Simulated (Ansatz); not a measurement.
## Os: uniaxial strain ε_zz = +3.00 %

The parent structure is Os in the hcp (Mg type) structure (space group P6_3/mmc, No. 194; a = 2.7543 Å, c = 4.3474 Å; relaxed with 0.1 eV smearing). Axes: x lies along a and z along c of the hexagonal cell.

It is then changed as follows: uniaxial strain ε_zz = +3.00 %, all other strain components held at zero, atoms relaxed at fixed cell.

Level of theory: PBE (Ansatz, a first-principles code), no spin-orbit coupling. k-mesh 24×24×13 (Γ-centred); smearing 0.1 eV (Fermi–Dirac).

| quantity | base | changed | shift |
|---|---|---|---|
| space group | P6_3/mmc (No. 194) | P6_3/mmc (No. 194) | – |
| shortest interatomic distance | 2.693 Å | 2.746 Å | +0.053 Å |
| energy relative to the base (free energy F) | 0 meV/atom | +30 meV/atom | +30 meV/atom |
| pressure (mean of the normal stresses, compression positive) | 0.0 GPa | -11.0 GPa | -11.0 GPa |
| band gap | zero | zero | – |
| stress (xx, yy, zz, yz, xz, xy; compression positive) | – | (-5.7, -5.7, -21.7, 0.0, 0.0, 0.0) GPa | – |

No phonon test of stability was made. The final runs are not spin-polarised.
